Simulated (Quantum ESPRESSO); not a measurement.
Troubleshooting Quantum ESPRESSO: a failed run on SrTiO3 (P6_3/mmc, 30 atoms in the cell). The aim is a self-consistent single point with DFT, PBEsol, plane waves, PseudoDojo standard norm-conserving (PBESOL) pseudopotentials.

This input was run:

```fortran
&CONTROL
 calculation = 'scf',
 prefix = 'SrTiO3',
 outdir = './tmp/',
 pseudo_dir = './',
 verbosity = 'high',
 tprnfor = .true.,
 tstress = .true.,
/
&SYSTEM
 ibrav = 0,
 nat = 30,
 ntyp = 3,
 ecutwfc = 85,
 occupations = 'smearing',
 smearing = 'gauss',
 degauss = 0.00147,
/
&ELECTRONS
 conv_thr = 1.0d-10,
/
ATOMIC_SPECIES
Sr    87.6200  Sr.upf
Ti    47.8670  Ti.upf
O     15.9990  o.UPF
CELL_PARAMETERS {angstrom}
   5.6288499457     0.0000000000     0.0000000000
  -2.8144249728     4.8747270471     0.0000000000
   0.0000000000     0.0000000000    13.8860400000
ATOMIC_POSITIONS {crystal}
Sr    0.6666666667    0.3333333333    0.6007200000
Sr    0.3333333333    0.6666666667    0.3992800000
Sr    0.3333333333    0.6666666667    0.1007200000
Sr    0.6666666667    0.3333333333    0.8992800000
Sr    0.0000000000    0.0000000000    0.7500000000
Sr    0.0000000000    0.0000000000    0.2500000000
Ti    0.6666666667    0.3333333333    0.3460600000
Ti    0.3333333333    0.6666666667    0.6539400000
Ti    0.3333333333    0.6666666667    0.8460600000
Ti    0.6666666667    0.3333333333    0.1539400000
Ti    0.0000000000    0.0000000000    0.5000000000
Ti    0.0000000000    0.0000000000    0.0000000000
O     0.8353250000    0.6706500000    0.4184400000
O     0.1646750000    0.3293500000    0.5815600000
O     0.1646750000    0.8353250000    0.9184400000
O     0.8353250000    0.1646750000    0.0815600000
O     0.3293500000    0.1646750000    0.4184400000
O     0.6706500000    0.8353250000    0.5815600000
O     0.1646750000    0.3293500000    0.9184400000
O     0.8353250000    0.6706500000    0.0815600000
O     0.8353250000    0.1646750000    0.4184400000
O     0.1646750000    0.8353250000    0.5815600000
O     0.6706500000    0.8353250000    0.9184400000
O     0.3293500000    0.1646750000    0.0815600000
O     0.5109350000    0.4890650000    0.2500000000
O     0.4890650000    0.5109350000    0.7500000000
O     0.0218700000    0.5109350000    0.7500000000
O     0.9781300000    0.4890650000    0.2500000000
O     0.5109350000    0.0218700000    0.2500000000
O     0.4890650000    0.9781300000    0.7500000000
K_POINTS {automatic}
3 3 1  1 1 1
```

Output (repeated stretches shortened):

```
 %%%%%%%%%%%%%%%%%%%%%%%%%%%%%%%%%%%%%%%%%%%%%%%%%%%%%%%%%%%%%%%%%%%%%%%%%%%%%%
     Error in routine readpp (1):
     file ./o.UPF not found
 %%%%%%%%%%%%%%%%%%%%%%%%%%%%%%%%%%%%%%%%%%%%%%%%%%%%%%%%%%%%%%%%%%%%%%%%%%%%%%

     stopping ...
```

Q: Read the log: what does the program object to, and what is the fix?

A: The fault is a potential or basis that cannot be found. The input names a file or set that is not where the program looks, or that does not exist under that name. To fix it, correct the name or place the file. The program stopped before any SCF iteration.

An input that runs soundly differs in these lines (not the only fix; some lines may just follow from the change or write a value another way):
```diff
-O     15.9990  o.UPF
+O     15.9990  O.upf
```

With that input, the run converged in 15 iterations: free energy E − TS -23396.3321 eV; top of the valence band (on the code's own zero) 8.97 eV; gap on the k-point mesh 2.22 eV; pressure -7.10 GPa; largest force (vector length) 0.373 eV/Å (DFT, PBEsol, plane waves, PseudoDojo standard norm-conserving (PBESOL) pseudopotentials).

On the sound input: the starting cell comes from a database of computed structures (which also holds hypothetical and non-ambient phases and stackings), without a prior relaxation at this level. With a pressure of about -7 GPa the cell is away from its equilibrium volume at this level. The shifted mesh does not hold Γ, so a gap read on it misses any band edge there.
